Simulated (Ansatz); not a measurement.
## Al2O3: response to strain

Take Al₂O₃ in the corundum structure (space group R-3c, No. 167; a = 4.7292 Å, c = 12.8916 Å (hexagonal axes)) as the base.

Strains are applied to the cell and any free atomic positions relax.

Computed with LDA (Ansatz, a quantum-chemistry and plane-wave program), no spin-orbit coupling.

Notes on the quantities. energy relative to the base: free energy F.

```tsv
isotropic strain (%)	energy relative to the base (meV/atom)
-3	59.3
-2.25	32.6
-1.5	14.2
-0.75	?
0	0.0
```

**Question.** Fit ΔE = Aε² + Bε³ (ε in %) to the rows shown and predict the withheld row.

**Answer.** Least squares on the printed values gives A = 6.01 and B = -0.19 meV/atom (largest residual 0.0 meV/atom); this predicts 3.5 meV/atom, and the run gives 3.5 meV/atom, in agreement.

Stability against distortions was not tested.
